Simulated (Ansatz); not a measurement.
The parent structure is GaP in the zinc blende structure (space group F-43m, No. 216; a = 5.451 Å).

The values are results of r2SCAN in Ansatz (plane waves to 500 eV, PAW, without spin-orbit coupling), not measurements.

For the base:

| Item | Result |
|---|---|
| Hole mass | 0.13, 0.37, 0.37 mₑ (at Γ) |
| Lattice parameter a | 5.451 Å |
| Valley order | a point along ⟨100⟩, about 1.0 Å⁻¹ from Γ 1.85 eV; L along ⟨111⟩ 2.04 eV; Γ 2.36 eV |

Modification: a hydrostatic pressure of 4.5 GPa.

Q: Estimate the effect on the hole mass, lattice parameter a and valley order.

A: The hole mass (degenerate bands, along [100]) goes from 0.13, 0.37, 0.37 mₑ (at Γ) to 0.14, 0.35, 0.35 mₑ (at Γ); the lattice parameter a drops by 0.0837 Å to 5.368 Å; the valley order (the lowest conduction-band minima on the path, energy above the VBM, named in the base's zone) becomes a point along ⟨100⟩, about 1.0 Å⁻¹ from Γ 1.76 eV; L along ⟨111⟩ 2.19 eV; Γ 2.78 eV (base: a point along ⟨100⟩, about 1.0 Å⁻¹ from Γ 1.85 eV; L along ⟨111⟩ 2.04 eV; Γ 2.36 eV).

Load acts through the strain it causes; cell and atoms are relaxed under it. Masses are band curvatures over ±0.01 Å⁻¹ around the edge. Stability against distortions was not tested. Tetrahedral semiconductors of this kind turn to denser phases somewhere between about 1 and 50 GPa; those were not computed, so compressed cells here can lie past the real transition.

Ansatz is a program for electronic structure.
